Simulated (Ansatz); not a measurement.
# Carrier doping in CaO

Consider CaO in the rock salt structure (space group Fm-3m, No. 225; a = 4.767 Å).

Carriers are added at fixed cell with a uniform background; the Fermi–Dirac width is that of 300 K.

The values are results of Ansatz (a first-principles code), PBEsol, PAW, cutoff 420 eV, scalar-relativistic without spin-orbit coupling, not measurements.

Candidates:
(a) electrons 1.5×10^21 cm⁻³
(b) electrons 1.0×10^22 cm⁻³
(c) holes 3.0×10^21 cm⁻³
(d) electrons 3.0×10^21 cm⁻³
(e) holes 5.0×10^20 cm⁻³

Notes on the quantities. Fermi level from band edge: Fermi level relative to the doped band's edge (positive inside the band; to 0.05 eV).

Problem. Order them by Fermi level from band edge, lowest first.

Solution. (e) holes 5.0×10^20 cm⁻³ (+0.05 eV), (c) holes 3.0×10^21 cm⁻³ (+0.20 eV), (a) electrons 1.5×10^21 cm⁻³ (+0.35 eV), (d) electrons 3.0×10^21 cm⁻³ (+0.55 eV), (b) electrons 1.0×10^22 cm⁻³ (+1.15 eV)

Charged cell with a jellium background: band edges are those of the host's band count, energies are not comparable with the neutral cell, and many-body gap narrowing is missing. No phonon test of stability was made.
